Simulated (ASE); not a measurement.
Pair distribution function (total) of Rh (fcc), cell Rh32, begun in the crystal structure [in the run: it stayed crystalline; mean temperature 307 K (target 300 K); density 11.81 g/cm³, volume +5 % from the start crystal's], from MD at 307 K. Calculation: the machine-learned potential CHGNet 0.3.0 in ASE. Volume per atom 14.46 Å³, mean pressure 0.0 GPa. 

```
r (Å) | g(r)
     1.78 |  0.00
     1.82 |  0.00
     1.86 |  0.00
     1.90 |  0.00
     1.94 |  0.00
     1.98 |  0.00
     2.02 |  0.00
     2.06 |  0.00
     2.10 |  0.00
     2.14 |  0.00
     2.18 |  0.00
     2.22 |  0.00
     2.26 |  0.00
     2.30 |  0.00
     2.34 |  0.00
     2.38 |  0.00
     2.42 |  0.01
     2.46 |  0.09
     2.50 | # 0.35
     2.54 | #### 1.03
     2.58 | ########## 2.42
     2.62 | ################# 4.14
     2.66 | ######################### 6.14
     2.70 | ############################## 7.24
     2.74 | ############################## 7.30
     2.78 | ########################## 6.31
     2.82 | ################### 4.67
     2.86 | ############# 3.12
     2.90 | ####### 1.77
     2.94 | #### 0.92
     2.98 | ## 0.43
     3.02 | # 0.17
     3.06 |  0.05
     3.10 |  0.01
     3.14 |  0.00
     3.18 |  0.00
     3.22 |  0.00
     3.26 |  0.00
     3.30 |  0.00
     3.34 |  0.00
     3.38 |  0.00
     3.42 |  0.00
     3.46 |  0.01
     3.50 |  0.01
     3.54 |  0.03
     3.58 |  0.07
     3.62 | # 0.17
     3.66 | # 0.36
     3.70 | ## 0.59
     3.74 | #### 0.89
     3.78 | ##### 1.23
     3.82 | ###### 1.48
```

Question: Read off where the first shell ends and the number of neighbours in it.

Answer: g is nil from 3.1 to 3.5 Å, so any cut there serves; 12.0 neighbours in the shell, from n = 4πρ∫r²g(r)dr.
